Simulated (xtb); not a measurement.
xtb 6.7.1, GFN1-xTB: Ge(F)3(OtBu) (CC(C)(C)[O][Ge]([F])([F])[F]), 18 atoms. The geometry is a generated start, not checked to be a minimum at this level.

| Quantity | Result |
|---|---|
| run flags | --grad |
| method | GFN1-xTB |
| --acc | 1 (default) |
| --etemp (K) | 300 (default) |
| basis functions | 60 |
| valence electrons | 56 |

```xyz
18

C     -0.6042    -1.1779    -0.9421
C     -0.4881    -0.0458     0.0733
C     -1.5871    -0.1394     1.1294
C     -0.5062     1.3113    -0.6188
O      0.7440    -0.2058     0.8193
Ge     2.3543    -0.0049     0.4089
F      3.2387    -0.6139     1.7044
F      2.8883     1.6017     0.1887
F      2.9167    -0.8004    -0.9911
H     -1.5683    -1.1386    -1.4436
H      0.1867    -1.0918    -1.6873
H     -0.5044    -2.1378    -0.4374
H     -1.4602     0.6480     1.8677
H     -1.5347    -1.0999     1.6350
H     -2.5615    -0.0350     0.6603
H     -1.4467     1.4566    -1.1428
H     -0.3789     2.1055     0.1144
H      0.3116     1.3680    -1.3384
```

One run each on 1 thread. Values of broydamp tried: 0.02, 0.05, 0.1, 0.2, 0.4 (default), 0.6, 0.8, 1.

Q: How does the count of SCC iterations change with broydamp, and where is it least?

A: Fewest SCC iterations, within one of each other: 0.2 with 13, 0.4 (default) with 13, 0.6 with 12. The count rises to 20 at 0.02. All converge to one solution.

| broydamp | SCC iterations | end |
|---|---|---|
| 0.02 | 20 | same solution |
| 0.05 | 18 | same solution |
| 0.1 | 15 | same solution |
| 0.2 | 13 | same solution |
| 0.4 (default) | 13 | same solution |
| 0.6 | 12 | same solution |
| 0.8 | 14 | same solution |
| 1 | 15 | same solution |
